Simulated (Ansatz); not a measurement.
Functionals compared on OH on the 1x1 (0001) surface of corundum (cut with top plane Al), one in a 1x1 cell, started at the site 'top O', in Ansatz (plane waves, PAW). The structure was relaxed with PBE; the other rows are single points on it, each with its references at the same level. Cutoff 420 eV (500 eV for r2SCAN). The points keep PBE's geometry, so the relaxation of a polaron and the settling of charge on one site are left out.

Host crystal: corundum, with a band gap (PBE, scalar-relativistic without spin-orbit coupling).

Model: 22-atom slab, 6.7 Å thick at the start under the adsorbate (thin: gaps and levels are the slab's own), 6x6x1 mesh, Fermi-Dirac 0.01 eV, dipole correction, 9 atoms held, the rest relaxed; no symmetry held; spin-polarised, ending with about 1.0 μB a cell, a value that depends on the mesh; orders that need a larger cell were not tried, no spin-orbit, no U, no dispersion correction. The slab shows no gap over 0.04 eV on its mesh. At the end it is bonded to Al. In PBE it is, or lies within 0.03 eV of, the lowest of the starts that converged. These notes are the PBE run's. r2SCAN: The program's check for a lower electronic state was not made. Adsorption energies are against H2O(g) − ½ H2(g). A negative adsorption energy means that the adsorbate is more stable on the surface than in its reference.

```json
[
 {"functional": "PBE", "adsorption energy (eV)": "0.90", "work function of the top face (eV)": "7.24", "rough cost of the single point": "–"},
 {"functional": "RPBE", "adsorption energy (eV)": "0.87", "work function of the top face (eV)": "7.16", "rough cost of the single point": "roughly 5 core-minutes"},
 {"functional": "r2SCAN", "adsorption energy (eV)": "0.99", "work function of the top face (eV)": "7.46", "rough cost of the single point": "around 11 core-minutes (rough)"}
]
```

Ansatz is a first-principles code.
